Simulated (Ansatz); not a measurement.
Consider a periodic stack without vacuum, fcc Al (1 1 0) on wurtzite CdS (0 0 1) (film strained to the substrate, started from cuts of the bulks and a machine-learned relaxation; slabs Cd16S16 and Al40, which can lie off the formulas): substrate slab Cd16S16, film Al40, surface cells [[-2, 2], [-1, -1]] and [[0, 5], [-1, 0]], film strained by +1.7 and +3.8 %, outermost planes S/Cd and Al/Al as cut, which need not be the usual terminations and can put a slab off its formula. Its start:

```
CELL_PARAMETERS angstrom
     14.53649     0.00000    -0.00079
      0.00000     4.19632     0.01182
      0.90714    -1.85099    25.47359
ATOMIC_POSITIONS crystal
  Cd 0.65690 0.05322 0.07544
  Cd 0.16137 0.05223 0.07576
  Cd 0.40753 0.61730 0.07965
  Cd 0.91147 0.61955 0.06956
  Cd 0.82318 0.11891 0.20873
  Cd 0.31757 0.11651 0.21156
  Cd 0.57224 0.60951 0.21164
  Cd 0.06634 0.60667 0.21032
  S  0.65689 0.09414 0.17503
  S  0.15336 0.09261 0.17525
  S  0.40580 0.60366 0.17834
  S  0.90544 0.60396 0.16925
  S  0.81919 0.13195 0.03002
  S  0.33072 0.10292 0.03963
  S  0.57275 0.53268 0.03935
  S  0.08615 0.53392 0.03458
  Cd 0.64628 0.16031 0.34651
  Cd 0.14337 0.15928 0.34581
  Cd 0.39444 0.65734 0.34423
  Cd 0.89257 0.65932 0.34693
  Cd 0.79650 0.19302 0.48913
  Cd 0.30382 0.20354 0.48395
  Cd 0.55125 0.72416 0.47964
  Cd 0.05225 0.72341 0.47684
  S  0.63819 0.20859 0.44923
  S  0.14084 0.20608 0.44808
  S  0.38565 0.69497 0.44672
  S  0.88315 0.68453 0.45255
  S  0.81435 0.14545 0.31067
  S  0.31177 0.14525 0.31211
  S  0.56464 0.64632 0.31275
  S  0.06099 0.64514 0.31188
  Al 0.17171 0.21177 0.62476
  Al 0.37042 0.20761 0.62442
  Al 0.57241 0.20568 0.62255
  Al 0.77260 0.20818 0.62104
  Al 0.96945 0.21115 0.62109
  Al 0.27289 0.69427 0.57835
  Al 0.47239 0.68560 0.58082
  Al 0.67518 0.68897 0.57634
  Al 0.87642 0.69161 0.57087
  Al 0.07570 0.69289 0.58212
  Al 0.95961 0.24950 0.73046
  Al 0.16444 0.24867 0.73341
  Al 0.36387 0.24953 0.73480
  Al 0.56333 0.24892 0.73268
  Al 0.76222 0.24483 0.73129
  Al 0.06522 0.73235 0.68776
  Al 0.26744 0.73192 0.68650
  Al 0.46539 0.73155 0.68741
  Al 0.66568 0.72849 0.68420
  Al 0.86491 0.72902 0.68106
  Al 0.75463 0.27473 0.84090
  Al 0.95575 0.27636 0.83888
  Al 0.15762 0.28640 0.84195
  Al 0.35621 0.28686 0.84432
  Al 0.55904 0.27889 0.84263
  Al 0.85752 0.76450 0.79095
  Al 0.05995 0.76033 0.79460
  Al 0.26107 0.77022 0.79518
  Al 0.45935 0.77022 0.79604
  Al 0.65925 0.75910 0.79389
  Al 0.55187 0.32645 0.95334
  Al 0.75499 0.29052 0.95094
  Al 0.95015 0.31425 0.94628
  Al 0.14862 0.34790 0.95127
  Al 0.35598 0.26837 0.95476
  Al 0.65213 0.80399 0.90456
  Al 0.85137 0.77441 0.89901
  Al 0.05406 0.81900 0.90206
  Al 0.25117 0.80271 0.90421
  Al 0.45415 0.77406 0.90463
```

The start was prepared with a machine-learned potential, and the result is one local minimum, with the in-plane cell held and forces under 0.04 eV/Å; the film can end far from its bulk form.

Calculation: PBE (plane waves to 420 eV, PAW; Ansatz, an electronic-structure program). Scalar-relativistic, without spin–orbit coupling; the runs are not spin-polarised; PBE gaps are too small against experiment. Its k-point mesh 2×6×1, Fermi–Dirac width 0.05 eV.

**Question.** Predict the relaxed interface.

**Answer.** 
```
Quantity                                                                                   Result
--------------------------------------------------------------------------------  ---------------
interface area                                                                            61.0 Å²
period                                                                                    25.60 Å
heights between the nearest atoms of the two slabs at the two interfaces          1.94 and 2.09 Å
Al–Cd contacts across the interfaces within 1.22 times the sum of covalent radii   7, mean 2.96 Å
Al–S contacts across the interfaces within 1.22 times the sum of covalent radii    4, mean 2.43 Å
```
